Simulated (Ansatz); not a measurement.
# WS2: energy against strain

WS2 (2H layered, P6_3/mmc, 16.485 Å³/atom at rest, c along z) under a strain ε along a direction in the basal plane (axis x), the other axes held. PBEsol-D3(BJ) in Ansatz, a plane-wave DFT program (PAW, default set), 420 eV, 12×12×3 Γ-centred mesh, Fermi-Dirac smearing 0.05 eV; ions are relaxed within the symmetry of each cell.

Here s stands for strain and y for E less E0.

```csv
strain (%),E less E0 (meV/atom)
-3.00,?
-1.20,2.12
-0.60,0.52
0.00,0.00
0.60,0.51
1.20,1.99
```

The 5 complete rows are fitted with a parabola, y against s. Least squares gives y = 0.001 - 0.0450·s + 1.4266·s². Residuals (row less fit): 0.011, -0.022, -0.001, 0.022, -0.011; standard error 0.025 (degrees of freedom: 2). Twice the quadratic coefficient over the volume, 2 × 1.4266 meV × 10⁴ × 0.1602 / 16.485 Å³, is the elastic constant C11 = 277 ± 4 GPa.

### Question
Estimate the missing y (s = -3.00); what did the run itself give?

### Answer
y = 0.001 - 0.0450 × (-3.0) + 1.4266 × (-3.0)² = 12.975 meV/atom. The calculation gives 13.93 meV/atom, 0.955 meV/atom above the prediction (6.9 % of the range of y in the table). The row lies outside the fitted rows, so this is an extrapolation. From the scatter of the fitted rows alone, a prediction at this place has a standard error of 0.159 meV/atom, so the miss is 6.0 times that.

One order more, fitted to all 11 runs of the series, follows each within 0.01, so the miss is the next term of a smooth law. Rows are the converged runs of the series near zero and its far end; series whose fitted rows scatter by over a few per cent of the range, as at a crossing or softening among them, aren't shown in this form. Most that stay on the fit to the last digits aren't either.
